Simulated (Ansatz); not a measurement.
Consider Al2O3 in the corundum structure (space group R-3c, No. 167; a = 4.729 Å, c = 12.892 Å (hexagonal axes)). Axes: x lies along a and z along c of the hexagonal cell.

Computed with LDA, PAW, 420 eV (Ansatz, a quantum-chemistry and plane-wave program; no spin-orbit coupling).

Now apply this change: a pure shear with ε_xz = ε_zx = 0.0200; the atoms relax in the strained cell.

**Question.** Predict the stress tensor and what it implies for the stiffness.

**Answer.** Stress of the strained cell less that of the base (GPa, compression positive):
```
   0.50   -0.75   -6.08
  -0.75    0.23   -0.07
  -6.08   -0.07    0.50
```

Then −Δσ/γ with γ = 2ε = 0.0400 gives secant stiffness values (nonlinear terms included at this strain): C55 ≈ 152 GPa.

As a check, the harmonic strain energy −½ V₀ Δσ:ε is 6.3 meV/atom; the computed energy rise is 6.3 meV/atom.

No phonon test of stability was made.
